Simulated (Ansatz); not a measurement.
Consider ZnS in the wurtzite structure (space group P6_3mc, No. 186; a = 3.782 Å, c = 6.208 Å). Axes: x lies along a and z along c of the hexagonal cell.

Level of theory: plane-wave PAW DFT at the PBEsol level (Ansatz, an electronic-structure program, 420 eV), without spin-orbit coupling.

Before the change:

* **Band gap**: 2.15 eV
* **Electron mass**: 0.16 mₑ along c, 0.18 mₑ across (at Γ)
* **Shortest interatomic distance**: 2.319 Å
* **Valence-band top at Γ**: 0.00, 0.00, -0.09 eV

It is then changed as follows: tensor shear ε_xz = +1.67 % (engineering shear γ = 0.0334); the atoms relax in the strained cell.

### Question
How does this affect the band gap?

### Answer
The band gap drops by 0.04 eV, from 2.15 eV to 2.11 eV.

### Question
Predict the new electron mass.

### Answer
The electron mass changes from 0.16 mₑ along c, 0.18 mₑ across (at Γ) to 0.16 mₑ along z, 0.18 mₑ across (at Γ).

### Question
How does this affect the largest internal atomic displacement?

### Answer
The largest internal atomic displacement comes out as 0.010 Å.

### Question
Estimate the effect on the shortest interatomic distance.

### Answer
The shortest interatomic distance drops by 0.004 Å, from 2.319 Å to 2.315 Å.

### Question
Predict the new valence-band top at Γ.

### Answer
The valence-band top at Γ (three highest levels, from the VBM) changes from 0.00, 0.00, -0.09 eV to 0.00, -0.04, -0.17 eV.

Masses are band curvatures over ±0.01 Å⁻¹ around the edge. Stability against distortions was not tested.
